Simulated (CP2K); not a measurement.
Band structure of TaAu (P4/mmm, 2 atoms in the cell).

```
CELL_PARAMETERS angstrom
      2.95589     0.00000     0.00000
      0.00000     2.95589     0.00000
      0.00000     0.00000     4.15809
ATOMIC_POSITIONS crystal
  Ta 0.50000 0.50000 0.50000
  Au 0.00000 0.00000 0.00000
```

Computed with LDA (Pade form), GPW, DZVP-MOLOPT-SR-GTH basis, GTH-PADE potentials (GTH_POTENTIALS) (CP2K).

Settings: CUTOFF = 500 Ry; REL_CUTOFF = 60 Ry; SMEAR/METHOD = FERMI_DIRAC; ELECTRONIC_TEMPERATURE = 1160.45 K; KPOINTS/SCHEME = MONKHORST-PACK 9 9 7; XC_FUNCTIONAL = PADE; Ta/BASIS_SET = DZVP-MOLOPT-SR-GTH-q13; Ta/POTENTIAL = GTH-PADE-q13; Au/BASIS_SET = DZVP-MOLOPT-SR-GTH-q11; Au/POTENTIAL = GTH-PADE-q11; METHOD = GPW; EPS_DEFAULT = 1e-10; EXTRAPOLATION = USE_GUESS; NGRIDS = 5.

The starting cell comes from a database of computed structures (which also holds hypothetical and non-ambient phases and stackings), without a prior relaxation at this level. Its lattice was rescaled by a random factor within 2.5 % of one. Spin-orbit coupling is off. Spin polarisation is off. Values carry the incompleteness of an atom-centred basis.

Levels in eV from the Fermi level, bands 9 to 14:
| point | 9 | 10 | 11 | 12 | 13 | 14 |
|---|---|---|---|---|---|---|
| Γ | -4.75 | -3.73 | -1.62 | -0.65 | 1.35 | 3.68 |
| X | -4.71 | -4.30 | -2.23 | -1.52 | -1.16 | 1.52 |
| M | -2.73 | -1.18 | 1.25 | 1.25 | 2.22 | 2.22 |
| Z | -4.48 | -4.48 | -3.69 | -2.24 | 0.23 | 1.98 |
| R | -4.65 | -1.87 | -1.28 | -1.08 | -0.24 | 2.58 |
| A | -3.63 | -2.72 | -2.41 | -2.41 | 1.78 | 3.05 |

Bands cross the Fermi level along this path, so the cell is metallic at this level.

Higher empty bands are left out: an atom-centred basis made for the valence describes them poorly.
